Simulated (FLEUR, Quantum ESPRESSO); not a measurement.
A Quantum ESPRESSO input for a self-consistent single point of PtAl2 (Fm-3m, 3 atoms in the cell) (DFT, PBE, plane waves, PSlibrary ultrasoft (PBE) pseudopotentials):

```fortran
&CONTROL
   calculation = 'scf'
   prefix = 'scf'
   outdir = './tmp'
   pseudo_dir = './'
   verbosity = 'high'
   tprnfor = .true.
   tstress = .true.
/
&SYSTEM
   ibrav = 0
   nat = 3
   ntyp = 2
   ecutwfc = 45
   ecutrho = 450
   occupations = 'smearing'
   smearing = 'fermi-dirac'
   degauss = 0.0099958
/
&ELECTRONS
   conv_thr = 1.0d-9
   mixing_beta = 0.7
/
ATOMIC_SPECIES
Al    26.9815  Al.pbe-n-rrkjus_psl.1.0.0.UPF
Pt   195.0840  Pt.pbe-n-rrkjus_psl.1.0.0.UPF
CELL_PARAMETERS {angstrom}
   0.0000000000     2.9440660000     2.9440660000
   2.9440660000     0.0000000000     2.9440660000
   2.9440660000     2.9440660000     0.0000000000
ATOMIC_POSITIONS {crystal}
Al    0.2500000000    0.2500000000    0.2500000000
Al    0.7500000000    0.7500000000    0.7500000000
Pt    0.0000000000    0.0000000000    0.0000000000
K_POINTS {automatic}
8 8 8  0 0 0
```

Problem. Give the FLEUR input for the same structure, mesh, smearing and functional.

Solution. One input that does it (others would too):

Input of the input generator:

```
PtAl2
&input film=f /
0.0000000000 5.5634784328 5.5634784328
5.5634784328 -0.0000000000 5.5634784328
5.5634784328 5.5634784328 -0.0000000000
1.0
1.0 1.0 1.0

3
13 0.2500000000 0.2500000000 0.2500000000
13 0.7500000000 0.7500000000 0.7500000000
78 0.0000000000 0.0000000000 0.0000000000

&comp jspins=1 /
&kpt div1=8 div2=8 div3=8 gamma=t /
&end /
```

```xml
<?xml version="1.0" encoding="UTF-8" standalone="no"?>
<fleurInput fleurInputVersion="0.39">
   <comment>
      PtAl2                                                                                               
   </comment>
   <calculationSetup>
      <cutoffs Kmax="4.5" Gmax="15.8" GmaxXC="15.8" numbands="0"/>
      <scfLoop itmax="60" minDistance="0.00001" maxIterBroyd="15" imix="Anderson" alpha="0.05" precondParam="0.0" spinf="2.0"/>
      <coreElectrons ctail="T" frcor="F" kcrel="0" coretail_lmax="0"/>
      <xcFunctional name="pbe" relativisticCorrections="F"/>
      <magnetism jspins="1"/>
      <soc l_soc="F" theta="0.0" phi="0.0" spav="F"/>
      <expertModes spex="0" secvar="F"/>
      <geometryOptimization l_f="T" forcealpha="1.0" forcemix="BFGS" epsdisp="0.00001" epsforce="0.00001"/>
      <ldaU l_linMix="F" mixParam="0.05" spinf="1.0"/>
   </calculationSetup>
   <cell>
      <bzIntegration valenceElectrons="22.0" mode="hist" fermiSmearingEnergy="0.00499791">
         <kPointListSelection listName="default-1"/>
         <!-- k-points included here -->
         <xi:include xmlns:xi="http://www.w3.org/2001/XInclude" href="kpts.xml"> </xi:include>
      </bzIntegration>
      <!-- symmetry operations included here -->
      <xi:include xmlns:xi="http://www.w3.org/2001/XInclude" href="sym.xml"> </xi:include>
      <bulkLattice scale="1.0">
         <bravaisMatrix>
            <row-1>    0.0000000000000000     5.5634784328000002     5.5634784328000002</row-1>
            <row-2>    5.5634784328000002     0.0000000000000000     5.5634784328000002</row-2>
            <row-3>    5.5634784328000002     5.5634784328000002     0.0000000000000000</row-3>
         </bravaisMatrix>
      </bulkLattice>
   </cell>
   <atomSpecies>
      <species name="Aluminum (Al)" element="Al" atomicNumber="13">
         <mtSphere radius="1.77" gridPoints="613" logIncrement="0.018"/>
         <atomicCutoffs lmax="8" lnonsphr="6"/>
         <electronConfig flipSpins="F">
            <coreConfig>(1s1/2) (2s1/2) (2p1/2) (2p3/2)</coreConfig>
            <valenceConfig>(3s1/2) (3p1/2) (3p3/2)</valenceConfig>
            <stateOccupation state="(3p1/2)" spinUp="0.1666666666667" spinDown="0.1666666666667"/>
            <stateOccupation state="(3p3/2)" spinUp="0.3333333333333" spinDown="0.3333333333333"/>
         </electronConfig>
         <energyParameters s="3" p="3" d="3" f="4"/>
      </species>
      <species name="Platinum (Pt)" element="Pt" atomicNumber="78">
         <mtSphere radius="2.68" gridPoints="925" logIncrement="0.015"/>
         <atomicCutoffs lmax="10" lnonsphr="8"/>
         <electronConfig flipSpins="F">
            <coreConfig>(1s1/2) (2s1/2) (2p1/2) (2p3/2) (3s1/2) (3p1/2) (3p3/2) (4s1/2) (3d3/2) (3d5/2) (4p1/2) (4p3/2) (5s1/2) (4d3/2) (4d5/2) (4f5/2) (4f7/2)</coreConfig>
            <valenceConfig>(5p1/2) (5p3/2) (6s1/2) (5d3/2) (5d5/2)</valenceConfig>
            <stateOccupation state="(6s1/2)" spinUp="0.5" spinDown="0.5"/>
            <stateOccupation state="(5d3/2)" spinUp="1.8" spinDown="1.8"/>
            <stateOccupation state="(5d5/2)" spinUp="2.7" spinDown="2.7"/>
         </electronConfig>
         <energyParameters s="6" p="6" d="5" f="5"/>
         <lo type="SCLO" l="1" n="5" eDeriv="0"/>
      </species>
   </atomSpecies>
   <atomGroups>
      <atomGroup species="Aluminum (Al)">
         <relPos label="                   1">1.000/4.000 1.000/4.000 1.000/4.000</relPos>
         <relPos label="                   2">-1.000/4.000 -1.000/4.000 -1.000/4.000</relPos>
         <force calculate="T" relaxXYZ="TTT"/>
      </atomGroup>
      <atomGroup species="Platinum (Pt)">
         <relPos label="                   3">.0000000000 .0000000000 .0000000000</relPos>
         <force calculate="T" relaxXYZ="TTT"/>
      </atomGroup>
   </atomGroups>
   <output dos="F" band="F" slice="F">
      <checks vchk="F" cdinf="F"/>
      <bandDOS minEnergy="-.5*Htr" maxEnergy="0.5*Htr" sigma="0.015" storeEVData="T"/>
      <vacuumDOS vacdos="F" integ="F" star="F" nstars="0" locx1="0.0" locy1="0.0" locx2="0.0" locy2="0.0" nstm="0" tworkf="0.0"/>
      <unfoldingBand unfoldBand="F" supercellX="1" supercellY="1" supercellZ="1"/>
      <plotting iplot="0" polar="F">
         <plot TwoD="T" vec1="  1.0  0.0  0.0" vec2="  0.0  1.0  0.0" vec3="  0.0  0.0  1.0" zero="  0.0  0.0  0.0" file="plot"/>
      </plotting>
      <chargeDensitySlicing numkpt="0" minEigenval="0.0" maxEigenval="0.0" nnne="0" pallst="F"/>
      <specialOutput eonly="F"/>
      <magneticCircularDichroism mcd="F" energyLo="-10.0" energyUp="0.0"/>
   </output>
  <!-- We include the file relax.xml here to enable relaxations (see documentation) -->
  <xi:include xmlns:xi="http://www.w3.org/2001/XInclude" href="relax.xml"> <xi:fallback/> </xi:include>
</fleurInput>
```

Basis, cutoffs, solver keys and any potentials are the target program's own. This input uses DFT, PBE, all-electron FLAPW (FLEUR), scalar-relativistic valence.

The starting cell has typed, rounded lattice constants, without a prior relaxation at this level. Its lattice was rescaled by a random factor within 2.5 % of one.
